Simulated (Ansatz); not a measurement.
**Cu, response to strain**

Consider Cu in the fcc (Cu type) structure (space group Fm-3m, No. 225; a = 3.5768 Å; relaxed with 0.1 eV smearing). Axes: x, y, z lie along the cube axes.

Strains are applied to the cell and any free atomic positions relax.

Level of theory: r2SCAN (Ansatz, an electronic-structure program, PAW, no spin-orbit coupling).

Notes on the quantities. pressure: mean of the normal stresses, compression positive; energy relative to the base: free energy F.

```json
[
 {"change": "base", "shortest interatomic distance": "2.529 Å", "pressure": "0.0 GPa", "energy relative to the base": "0 meV/atom"},
 {"change": "uniaxial strain ε_zz = −3.00 %", "shortest interatomic distance": "2.491 Å", "pressure": "5.4 GPa", "energy relative to the base": "+6.8 meV/atom"},
 {"change": "uniaxial strain ε_zz = −2.50 %", "shortest interatomic distance": "2.498 Å", "pressure": "4.4 GPa", "energy relative to the base": "+4.7 meV/atom"},
 {"change": "uniaxial strain ε_zz = −2.00 %", "shortest interatomic distance": "2.504 Å", "pressure": "3.5 GPa", "energy relative to the base": "+3.0 meV/atom"},
 {"change": "uniaxial strain ε_zz = −1.50 %", "shortest interatomic distance": "2.510 Å", "pressure": "2.6 GPa", "energy relative to the base": "+1.7 meV/atom"},
 {"change": "uniaxial strain ε_zz = −1.00 %", "shortest interatomic distance": "2.517 Å", "pressure": "1.7 GPa", "energy relative to the base": "+0.7 meV/atom"},
 {"change": "uniaxial strain ε_zz = −0.50 %", "shortest interatomic distance": "2.523 Å", "pressure": "0.8 GPa", "energy relative to the base": "+0.2 meV/atom"}
]
```

Stability against distortions was not tested. The final runs are not spin-polarised.
